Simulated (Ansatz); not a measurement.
# PbI2: Pd on a Pb site, symmetric start

Start from a 12-atom supercell of PbI$_{2}$ in the CdI2 type structure (space group P-3m1, No. 164; a = 4.5585 Å, c = 6.9752 Å) at its relaxed geometry.

Now apply this change: a neutral Pd on a Pb site, symmetric start, atoms relaxed at fixed cell.

The values are results of PBE-D3(BJ)/PAW in Ansatz (an electronic-structure program), no SOC, not measurements. Settings: 5×5×5 k-points, 0.01 eV Fermi–Dirac smearing.

```csv
quantity,base,changed,shift
energy gained by relaxation,–,0.93 eV,–
largest displacement of a host atom from its site in the perfect cell,–,0.35 Å,–
mean distance from the defect site to its nearest host atoms,3.24 Å,2.89 Å,-0.35 Å
```

Final structure:

```yaml
crystal:
  lattice:
    - [9.11696, 0.00000, 0.00000]
    - [-4.55848, 7.89552, 0.00000]
    - [4.55848, 7.89552, 6.97521]
  atoms:
    - { symbol: Pd, position: [0.00000, 0.00000, 0.00000] }
    - { symbol: Pb, position: [0.00000, 0.50000, 0.00000] }
    - { symbol: Pb, position: [0.50000, 0.00000, 0.00000] }
    - { symbol: Pb, position: [0.50000, 0.50000, 0.00000] }
    - { symbol: I, position: [0.90631, 0.05485, 0.24223] }
    - { symbol: I, position: [0.90631, 0.60924, 0.24223] }
    - { symbol: I, position: [0.39048, 0.05714, 0.27619] }
    - { symbol: I, position: [0.46070, 0.60924, 0.24223] }
    - { symbol: I, position: [0.53930, 0.39076, 0.75777] }
    - { symbol: I, position: [0.60952, 0.94286, 0.72381] }
    - { symbol: I, position: [0.09369, 0.39076, 0.75777] }
    - { symbol: I, position: [0.09369, 0.94515, 0.75777] }
```

Other magnetic orders, which the real material may have, were not ruled out. In so small a cell the defect repeats every few ångströms: this is an ordered compound, not a dilute defect. The defect started on the symmetric site and kept its symmetry, so it may sit on a saddle. The defect cell is spin-polarised and ends with 2.0 μB.
